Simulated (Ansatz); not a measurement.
The starting structures come from a database of crystals and need not be the phases stable at ambient conditions.

Inside the gap of an insulator the Bloch states are evanescent, with a wavenumber k + iκ along the transport direction.

Given:

```
HgK2SnSe4
1.0
    8.23769     0.00000     0.00000
    0.00000     8.23769     0.00000
    4.11885    -4.11885     3.56926
K Sn Hg Se
2 1 1 4
Direct
  0.50000   0.00000   0.00000
  0.00000   0.50000   0.00000
  0.50000   0.50000   0.00000
  0.00000   0.00000   0.00000
  0.09818   0.55938   0.46120
  0.55938   0.44062   0.53880
  0.44062   0.90182   0.46120
  0.90182   0.09818   0.53880
```

Space group of this cell: I-42m. The cell is taken as given; by r2SCAN its mean pressure is -1.5 GPa.

Transport runs along the normal of the first two printed cell vectors, the (001) plane of the conventional cell.

The gap is the functional's own. No spin-orbit coupling. Mid-gap values are interpolated on the energy grid.

State the band gap and the smallest decay constant κ at mid-gap according to Ansatz (a first-principles code) with r2SCAN.

Gap 1.86 eV on a 8×8×8 mesh; κ = 0.159 1/Å, at the zone centre.
